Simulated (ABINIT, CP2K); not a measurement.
An ABINIT input for a self-consistent single point of BaIn₃Pt (I4mm, 5 atoms in the cell) (DFT, LDA (PW92), plane waves, norm-conserving pseudopotentials (PseudoDojo nc-sr-04 LDA standard)):

```
# BaIn3Pt, PseudoDojo nc-sr-04 LDA standard
pp_dirpath "./"
pseudos "Ba.upf, In.upf, Pt.upf"
acell 3*1.0
rprim
        -4.6093462639    4.6093462639   11.2009339742
         4.6093462639   -4.6093462639   11.2009339742
         4.6093462639    4.6093462639  -11.2009339742
natom 5
ntypat 3
znucl 56 49 78
typat 1 2 2 2 3
xred
         0.9973800000    0.9973800000    0.0000000000
         0.7380800000    0.2380800000    0.5000000000
         0.2380800000    0.7380800000    0.5000000000
         0.3989000000    0.3989000000    0.0000000000
         0.6275700000    0.6275700000    0.0000000000
ecut 84 Ry
occopt 7
tsmear 0.00183747
nband 43
kptopt 1
ngkpt 5 5 5
nshiftk 1
shiftk 0 0 0
nstep 80
toldfe 1.0e-09
prtwf 0
prtden 0
```

Q: Translate this input to CP2K.

A: This is the input that was run; spellings and numerical settings could be chosen otherwise.

```
&GLOBAL
  PROJECT bain3pt
  RUN_TYPE ENERGY_FORCE
  PRINT_LEVEL MEDIUM
&END GLOBAL
&FORCE_EVAL
  METHOD Quickstep
  STRESS_TENSOR ANALYTICAL
  &DFT
    BASIS_SET_FILE_NAME BASIS_MOLOPT
    POTENTIAL_FILE_NAME GTH_POTENTIALS
    &QS
      METHOD GPW
      EPS_DEFAULT 1E-10
    &END QS
    &MGRID
      CUTOFF 500
      REL_CUTOFF 50
      NGRIDS 5
    &END MGRID
    &SCF
      SCF_GUESS ATOMIC
      EPS_SCF 1E-6
      MAX_SCF 100
      ADDED_MOS 12
      &DIAGONALIZATION
        ALGORITHM STANDARD
      &END DIAGONALIZATION
      &MIXING
        METHOD BROYDEN_MIXING
        ALPHA 0.2
        NBUFFER 8
        BETA 1.5
      &END MIXING
      &SMEAR ON
        METHOD GAUSSIAN
        SIGMA [eV] 0.05
      &END SMEAR
    &END SCF
    &KPOINTS
      SCHEME MONKHORST-PACK 5 5 5
    &END KPOINTS
    &XC
      &XC_FUNCTIONAL PADE
      &END XC_FUNCTIONAL
    &END XC
    &PRINT
      &MO
        EIGENVALUES T
        OCCUPATION_NUMBERS T
        NDIGITS 8
        FILENAME mo
        &EACH
          QS_SCF 0
        &END EACH
        ADD_LAST NUMERIC
      &END MO
      &MULLIKEN ON
      &END MULLIKEN
    &END PRINT
  &END DFT
  &SUBSYS
    &CELL
      A 6.85796200 0.00000000 0.00000000
      B 3.38783200 5.96273800 0.00000000
      C -5.12289700 -2.98136900 3.44949500
      PERIODIC XYZ
    &END CELL
    &COORD
      SCALED
      Ba       0.99738000     0.99738000     0.00000000
      In       0.73808000     0.23808000     0.50000000
      In       0.23808000     0.73808000     0.50000000
      In       0.39890000     0.39890000     0.00000000
      Pt       0.62757000     0.62757000     0.00000000
    &END COORD
    &KIND Ba
      BASIS_SET DZVP-MOLOPT-SR-GTH
      POTENTIAL GTH-PADE-q10
    &END KIND
    &KIND In
      BASIS_SET DZVP-MOLOPT-SR-GTH
      POTENTIAL GTH-PADE-q13
    &END KIND
    &KIND Pt
      BASIS_SET DZVP-MOLOPT-SR-GTH
      POTENTIAL GTH-PADE-q18
    &END KIND
  &END SUBSYS
  &PRINT
    &FORCES ON
    &END FORCES
    &STRESS_TENSOR ON
    &END STRESS_TENSOR
  &END PRINT
&END FORCE_EVAL
```

Basis, cutoffs, solver keys and any potentials are the target program's own. This input uses DFT LDA (Pade form), GPW, DZVP-MOLOPT-SR-GTH basis, GTH-PADE potentials (GTH_POTENTIALS). LDA parametrisations can differ slightly between programs.

The starting cell comes from a database of computed structures (which also holds hypothetical and non-ambient phases and stackings), without a prior relaxation at this level. Its lattice was rescaled by a random factor within 2.5 % of one.
